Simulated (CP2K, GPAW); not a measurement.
A CP2K input for a self-consistent single point of BaNiF6 (R-3m, 8 atoms in the cell) (DFT LDA (Pade form), GPW, DZVP-MOLOPT-SR-GTH basis, GTH-PADE potentials (GTH_POTENTIALS)):

```
&GLOBAL
  PROJECT bulk
  RUN_TYPE ENERGY_FORCE
  PRINT_LEVEL MEDIUM
&END GLOBAL
&FORCE_EVAL
  METHOD Quickstep
  STRESS_TENSOR ANALYTICAL
  &DFT
    BASIS_SET_FILE_NAME BASIS_MOLOPT
    POTENTIAL_FILE_NAME GTH_POTENTIALS
    &QS
      METHOD GPW
      EPS_DEFAULT 1E-10
    &END QS
    &MGRID
      CUTOFF 600
      REL_CUTOFF 40
      NGRIDS 5
    &END MGRID
    &SCF
      SCF_GUESS ATOMIC
      EPS_SCF 1E-6
      MAX_SCF 100
      ADDED_MOS 12
      &DIAGONALIZATION
        ALGORITHM STANDARD
      &END DIAGONALIZATION
      &MIXING
        METHOD BROYDEN_MIXING
        ALPHA 0.4
        NBUFFER 10
        BETA 1
      &END MIXING
      &SMEAR ON
        METHOD FERMI_DIRAC
        ELECTRONIC_TEMPERATURE [K] 580.23
      &END SMEAR
    &END SCF
    &KPOINTS
      SCHEME MACDONALD 4 4 4 0.125 0.125 0.125
    &END KPOINTS
    &XC
      &XC_FUNCTIONAL PADE
      &END XC_FUNCTIONAL
    &END XC
    &PRINT
      &MO
        EIGENVALUES T
        OCCUPATION_NUMBERS T
        NDIGITS 8
        FILENAME mo
        &EACH
          QS_SCF 0
        &END EACH
        ADD_LAST NUMERIC
      &END MO
      &MULLIKEN ON
      &END MULLIKEN
    &END PRINT
  &END DFT
  &SUBSYS
    &CELL
      ABC 4.72421900 4.72421939 4.72422050
      ALPHA_BETA_GAMMA 98.69118005 98.69117276 98.69117482
      PERIODIC XYZ
    &END CELL
    &COORD
      SCALED
      Ba       0.50000000     0.50000000     0.50000000
      Ni       0.00000000     0.00000000     0.00000000
      F        0.73483500     0.73483500     0.07365000
      F        0.26516500     0.26516500     0.92635000
      F        0.07365000     0.73483500     0.73483500
      F        0.92635000     0.26516500     0.26516500
      F        0.73483500     0.07365000     0.73483500
      F        0.26516500     0.92635000     0.26516500
    &END COORD
    &KIND Ba
      BASIS_SET DZVP-MOLOPT-SR-GTH-q10
      POTENTIAL GTH-PADE-q10
    &END KIND
    &KIND Ni
      BASIS_SET DZVP-MOLOPT-SR-GTH-q18
      POTENTIAL GTH-PADE-q18
    &END KIND
    &KIND F
      BASIS_SET DZVP-MOLOPT-SR-GTH-q7
      POTENTIAL GTH-PADE-q7
    &END KIND
  &END SUBSYS
  &PRINT
    &FORCES ON
    &END FORCES
    &STRESS_TENSOR ON
    &END STRESS_TENSOR
  &END PRINT
&END FORCE_EVAL
```

**Question.** Write the same calculation as an input for GPAW.

**Answer.** This is the input that was run; spellings and numerical settings could be chosen otherwise.

```python
from ase import Atoms
from ase.units import GPa
from gpaw import GPAW, PW, FermiDirac

atoms = Atoms(['Ba', 'Ni', 'F', 'F', 'F', 'F', 'F', 'F'],
              cell=[[3.584043, 2.069248, 2.278398],
                    [-3.584043, 2.069248, 2.278398],
                    [0.000000, -4.138497, 2.278398]],
              positions=[[0.000000, -0.000001, 3.417597],
                         [0.000000, 0.000000, 0.000000],
                         [0.000000, 2.736311, 3.516297],
                         [0.000000, -2.736312, 3.318897],
                         [-2.369715, -1.368156, 3.516297],
                         [2.369715, 1.368155, 3.318897],
                         [2.369715, -1.368156, 3.516297],
                         [-2.369715, 1.368155, 3.318897]],
              pbc=True)

calc = GPAW(mode=PW(950),
            xc='LDA',
            kpts={'size': (4, 4, 4), 'gamma': True},
            occupations=FermiDirac(0.05),
            nbands=-6,
            convergence={'density': 1e-05, 'bands': -4},
            symmetry={'symmorphic': False, 'tolerance': 0.0005},
            maxiter=150,
            txt='-')

atoms.calc = calc

energy = atoms.get_potential_energy()
print('Energy (eV):', round(energy, 6))
forces = atoms.get_forces()
print('Forces (eV/Ang):')
print(forces.round(5))
stress = atoms.get_stress()
print('Stress (GPa, Voigt):', (stress / GPa).round(4))
```

Basis settings and potentials, where a program has them, do not carry over. This input uses DFT LDA (Perdew-Wang 92), plane waves, GPAW PAW datasets LDA (gpaw-data 1.0.1). LDA parametrisations can differ slightly between programs.

The starting cell comes from a database of computed structures (which also holds hypothetical and non-ambient phases and stackings), without a prior relaxation at this level. Its lattice was rescaled by a random factor within 2.5 % of one.
